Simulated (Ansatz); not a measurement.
# Al2O3 with two functionals

Consider Al₂O₃ in the corundum structure (space group R-3c, No. 167; a = 4.8080 Å, c = 13.1216 Å (hexagonal axes)).

(Cell as relaxed with PBE.)

Levels (all Ansatz, a program for electronic structure, PAW, earlier PAW set): PBE (420 eV, no spin-orbit coupling); PBEsol (420 eV, without spin-orbit coupling).

Each level relaxes its own structure.

```tsv
quantity	PBE	PBEsol
volume per atom	8.76 Å³	?
lattice parameter a	9.086 bohr	?
lattice parameter c	24.796 bohr	?
band gap	5.86 eV	?
gap character	direct at Γ	?
electron mass	0.38 mₑ along c, 0.37 mₑ across	?
```

Task: Predict the PBEsol column.

Result: 
- volume per atom, PBEsol: 8.56 Å³
- lattice parameter a, PBEsol: 9.020 bohr
- lattice parameter c, PBEsol: 24.592 bohr
- band gap, PBEsol: 6.04 eV
- gap character, PBEsol: direct at Γ
- electron mass, PBEsol: 0.40 mₑ along c, 0.37 mₑ across

PBE's volume per atom lies 0.20 Å³ above PBEsol's (2.3 %); PBE's lattice parameter a lies 0.066 bohr above PBEsol's (0.7 %); PBE's lattice parameter c lies 0.2045 bohr above PBEsol's (0.8 %); PBE's band gap lies 0.18 eV below PBEsol's; the two agree on the gap character. Neither level is exact; PBEsol is the comparison here, not a measurement.

Masses are band curvatures over ±0.01 Å⁻¹ around the edge. Whether these cells are dynamically stable was not tested.
